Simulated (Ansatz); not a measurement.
## Pd: strain along the normal

Pd (fcc, Fm-3m, 14.577 Å³/atom at rest) under an equal strain ε in the (001) plane with the normal axis free, as in a coherent film. PBEsol in Ansatz, a plane-wave DFT program (PAW, default set), 420 eV, 29×29×29 Γ-centred mesh, Fermi-Dirac smearing 0.10 eV; ions are relaxed within the symmetry of each cell.

Here s stands for strain and y for normal strain.

```
strain (%)  normal strain (%)
----------  -----------------
-1.50                    2.19
-1.00                    1.46
-0.50                    0.73
0.00                     0.00
0.50                    -0.73
1.00                    -1.47
1.50                    -2.21
3.00                        ?
```

Problem. Using a straight line, estimate the missing y at s = 3.00 from the other rows, showing the fit.

Solution. Means: s 0, y -0.004. About the means, the sum of products is -10.260 and the sum of squares of s is 7.0000; the slope is their ratio. Least squares gives y = -0.004 - 1.4657·s. Residuals (row less fit): -0.005, -0.002, 0.001, 0.004, 0.007, 0.000, -0.007; standard error 0.005 (degrees of freedom: 5). The slope, -1.47 ± 0.00, is the elastic response of the normal axis, −2C12/C11 for this plane. At the withheld row, y = -0.004 - 1.4657 × 3.0 = -4.401%. The calculation gives -4.48%, 0.079% below the prediction (1.2 % of the range of y in the table). The row lies outside the fitted rows, so this is an extrapolation. The fitted rows scatter only by rounding.

One order more, fitted to all 13 runs of the series, follows each within 0.01, so the miss is the next term of a smooth law. In a metal these values are sensitive to mesh and smearing; energies are taken to zero smearing, stresses follow the free energy. Rows are the converged runs of the series near zero and its far end; series whose fitted rows scatter by over a few per cent of the range, as at a crossing or softening among them, aren't shown in this form. Most that stay on the fit to the last digits aren't either.
